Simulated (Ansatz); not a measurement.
System: TiO2 (P2₁/c, No. 14, 12 atoms in the cell; start mp-430; high-pressure phase). Method: r²SCAN (plane waves, PAW; Ansatz, a first-principles code).

Numerical settings: plane-wave cutoff 560 eV, 8×8×8 k mesh, Fermi–Dirac smearing 0.01 eV, no spin polarisation, scalar-relativistic PAW data made under PBE.

Cell (relaxed at this level):

```
CELL_PARAMETERS angstrom
      4.80450     0.00000    -0.00172
      0.00000     4.86639     0.00000
     -0.86319     0.00000     4.96662
ATOMIC_POSITIONS crystal
  Ti 0.27701 0.44550 0.71459
  Ti 0.72299 0.55450 0.28541
  Ti 0.72299 0.94550 0.78541
  Ti 0.27701 0.05450 0.21459
  O  0.44634 0.74203 0.96334
  O  0.55366 0.25797 0.03666
  O  0.55366 0.24203 0.53666
  O  0.44634 0.75797 0.46334
  O  0.06351 0.32227 0.35231
  O  0.93649 0.67773 0.64769
  O  0.93649 0.82227 0.14769
  O  0.06351 0.17773 0.85231
```

Problem. Estimate the band gap and Γ–Γ gap that the calculation returns.

Solution. 
- band gap: 2.70 eV (on the SCF k mesh)
- Γ–Γ gap: 2.83 eV

Note: the relaxation could not lower the start's symmetry, so the cell can be a saddle point above a distorted one.

The computed numbers hold no vibrational or temperature effects.

A start named mp-… is a Materials Project structure, which need not be a measured phase.
